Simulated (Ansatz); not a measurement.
Start from MoTe2 in the 2H-MoS2 type structure (space group P6_3/mmc, No. 194; a = 3.497 Å, c = 13.697 Å; layered, stacked along the Cartesian z axis).

Computed with PBE-D3(BJ), PAW, 420 eV (Ansatz, a first-principles code; no spin-orbit coupling), earlier PAW set.

Base values:

| Item | Value |
|---|---|
| Gap character | indirect, Γ → K–Γ (44 % along) |
| Smallest direct gap | 1.03 eV |

Perturbation: the cell is scaled by 0.9874 in all directions, atoms relaxed at fixed cell.

Problem. What happens to the largest internal atomic displacement, gap character, smallest direct gap and energy relative to the base?

Solution. The largest internal atomic displacement comes out as 0.034 Å; the gap character changes from indirect, Γ → K–Γ (44 % along) to indirect, K–Γ (81 % along) → K–Γ (44 % along); the smallest direct gap shrinks by 0.177 eV (1.03 eV → 0.86 eV); the energy increases by 5.8 meV/atom.

Spin-orbit coupling, missing from the scalar runs, can matter with Te. The cells carry an imposed strain or load. No phonon test of stability was made. The program warned that a D3 coordination switch lies within reach, so dispersion energies are less smooth here.
